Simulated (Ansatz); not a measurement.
1T (CdI2-type) MnI2 was calculated with r²SCAN-D4 (plane waves, PAW; Ansatz, an electronic-structure program).

Run with plane-wave cutoff 500 eV, 12×12×6 k mesh (along the axes of the cell as run), Fermi–Dirac smearing 0.05 eV, spin-polarised with parallel moments, scalar-relativistic PAW data made under PBE.

Computed at the level's own relaxed cell.

Problem. Predict the equilibrium volume per atom, equilibrium lattice constant a, c axis length and band gap.

Solution. 
* **equilibrium volume per atom**: 34.08 Å³/atom
* **equilibrium lattice constant a**: 4.134 Å
* **c axis length**: 6.909 Å
* **band gap**: 2.05 eV (on the SCF k mesh)

Note: the magnetic order was assumed, not searched for or taken from measurement.

Spin–orbit coupling is not included; with these elements it can move the gap by several tenths of an eV or more.

Computed values are for the static lattice.

It cost about 5 core-minutes (a rough figure) of CPU time.
